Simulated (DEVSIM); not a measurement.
## illuminated Ge n-on-p cell, one wavelength

Structure: illuminated Ge n-on-p cell, one wavelength, at 250 K.

```tsv
layer (left to right)	material	thickness (μm)	Nd (cm⁻³)	Na (cm⁻³)	τn (s)	τp (s)	absorption coefficient (cm⁻¹)
1	Ge	0.330	2.6e18	-	6.6e-7	8.5e-7	40000
2	Ge	130	-	9.4e16	8.9e-6	8.9e-6	40000
```

Left contact: ohmic, minority hole recombination velocity 4e5 cm/s. Right contact: ohmic, minority electron recombination velocity 4e6 cm/s. Voltage is applied to the left contact. Recombination: SRH at mid-gap, radiative, Auger. Light enters at the left, 3.7e16 photons cm⁻² s⁻¹, one pass, no reflection. Mobility is μmin + (μ − μmin)/(1 + (N/Nref)^α).

The device is made up for the run: typed textbook-type constants, with dimensions and the other settings drawn at random. Values at 300 K; Nc and Nv go as T^1.5, mobilities as T to minus their exponent, the gap by Varshni's rule with the affinity fixed.

```tsv
parameter	Ge
gap (eV)	0.664
affinity (eV)	4
permittivity	16
Nc (cm⁻³)	1.04e19
Nv (cm⁻³)	6e18
μn (cm²/Vs)	3900
μp (cm²/Vs)	1900
μn,min	150
μp,min	100
Nref,n	2.6e17
Nref,p	4e17
αn	0.56
αp	0.6
T exponent of μn	1.66
T exponent of μp	2.33
B (cm³/s)	6.4e-14
Cn (cm⁶/s)	1e-31
Cp (cm⁶/s)	1e-31
Varshni α (eV/K)	0.000477
Varshni β (K)	235
```

Model (solved in DEVSIM): 1D drift-diffusion, Boltzmann statistics, complete ionisation; no tunnelling, impact ionisation, image-force lowering or self-heating.

The potential step across the device at zero bias is 0.575 V, the largest field in the device at zero bias is 110000 V/cm and the dark forward voltage at 1 A/cm² comes out as 0.388 V. The dark forward voltage at 100 A/cm² is 0.506 V, the short-circuit current is 4.78 mA/cm² and the open-circuit voltage is 0.273 V. The fill factor is 0.74 and the largest power comes out as 0.961 mW/cm². The share of generated pairs collected at short circuit is 0.807.

Current under light (generator sign):

```csv
V (V),J (mA/cm²)
0.00,4.78
0.02,4.78
0.04,4.78
0.06,4.78
0.08,4.78
0.12,4.78
0.14,4.77
0.16,4.76
0.18,4.72
0.20,4.62
0.22,4.36
0.24,3.73
0.26,2.12
0.28,-1.94
```

Dark forward current:

(V (V), J (A/cm²)): (-0.05, -1.6e-7); (-0.10, -1.6e-6); (-0.15, -1.6e-5); (-0.20, -0.00016); (-0.25, -0.0017); (-0.30, -0.017); (-0.35, -0.17); (-0.40, -1.7); (-0.45, -15); (-0.50, -87); (-0.55, -280); (-0.60, -650); (-0.65, -1200); (-0.70, -1900); (-0.75, -2900)
